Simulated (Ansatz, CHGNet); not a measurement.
L1₂ (Cu3Au-type) Al3Sc: properties by level of theory

Reference values: lattice constant a 4.103 Å (measured, room temperature, not corrected to a static lattice; as tabulated in A Combined Experimental and First-Principles Based Assessment of …); formation enthalpy -0.451 ± 0.02 eV/atom (measured, 298 K, copied from a table, unchecked, not corrected to a static lattice; as tabulated in Wang et al. (2021), doi:10.1038/s41598-021-94550-5).

```csv
level (code),lattice constant a (Å),enthalpy of formation (eV/atom)
CHGNet-r²SCAN,(withheld),-0.497
LDA (Ansatz),(withheld),-0.498
PBE (Ansatz),4.106,-0.454
PBE-D4 (Ansatz),(withheld),-0.468
rVV10 (Ansatz),4.095,-0.451
HSE06 (Ansatz),4.093,-0.494
```

Fill in the missing entries.


- CHGNet-r²SCAN, lattice constant a (Å): 4.087
- LDA (Ansatz, a first-principles code), lattice constant a (Å): 4.032
- PBE-D4 (Ansatz), lattice constant a (Å): 4.059

Differences from the reference values (errors of the level alone only where the reference is corrected to a static lattice):

```tsv
level	lattice constant a (%)	formation enthalpy (eV/atom)
CHGNet-r²SCAN	-0.39	-0.046
LDA	-1.73	-0.047
PBE	+0.07	-0.003
PBE-D4	-1.07	-0.017
rVV10	-0.19	0.000
HSE06	-0.24	-0.043
```

Nearest: lattice constant a, not ranked (reference at room or unstated temperature); formation enthalpy, not ranked (one source).

Machine-learned potentials (CHGNet-r²SCAN) are trained on DFT data: a solid inside that data is no test of them.

Caveats: exact exchange on metals is sensitive to the k mesh and can open a false gap (HSE06). Ansatz's density-functional and Hartree–Fock values are scalar-relativistic unless marked +SOC, with PAW data made under PBE.

The crystal itself was run without spin with HSE06; a magnetic state was not tried in these runs.

Differences are worked out from the printed values.

Static lattice: no zero-point or thermal effects.
